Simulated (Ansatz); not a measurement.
The starting structures come from a database of crystals and need not be the phases stable at ambient conditions.

 Where the default PAW files enter, the runs use the earlier of Ansatz's two default sets.

```yaml
crystal:
  lattice:
    - [3.69160, 0.00000, 0.00000]
    - [0.00000, 6.48389, 0.00000]
    - [1.84580, -1.75762, 5.88641]
  atoms:
    - { symbol: Ti, position: [0.19529, 0.71624, 0.60942] }
    - { symbol: Ti, position: [0.80471, 0.28376, 0.39058] }
    - { symbol: Ti, position: [0.90007, 0.71040, 0.19986] }
    - { symbol: Ti, position: [0.09993, 0.28960, 0.80014] }
    - { symbol: O, position: [0.94165, 0.36998, 0.11670] }
    - { symbol: O, position: [0.05835, 0.63002, 0.88330] }
    - { symbol: O, position: [0.36193, 0.70660, 0.27614] }
    - { symbol: O, position: [0.63807, 0.29340, 0.72386] }
    - { symbol: O, position: [0.86719, 0.00471, 0.26562] }
    - { symbol: O, position: [0.13281, 0.99529, 0.73438] }
    - { symbol: O, position: [0.26349, 0.34750, 0.47302] }
    - { symbol: O, position: [0.73651, 0.65250, 0.52698] }
```

Space group of this cell: C2/m. The cell is strained (lengths across the current scaled by 0.98, ions clamped); by r2SCAN its mean pressure is 3.0 GPa.

Transport runs along the normal of the first two printed cell vectors.

The gap is the functional's own. No spin-orbit coupling. Mid-gap values are interpolated on the energy grid.

**Question.** Estimate the band gap and the smallest decay constant κ at mid-gap that r2SCAN (Ansatz, a quantum-chemistry and plane-wave program) returns for this system.

**Answer.** Gap 3.31 eV on a 8×6×8 mesh; κ = 0.394 1/Å, at (0.500, 0.000) of the in-plane reciprocal vectors. At the zone centre, at the nearest computed energy, the slowest state has κ = 0.53 1/Å.
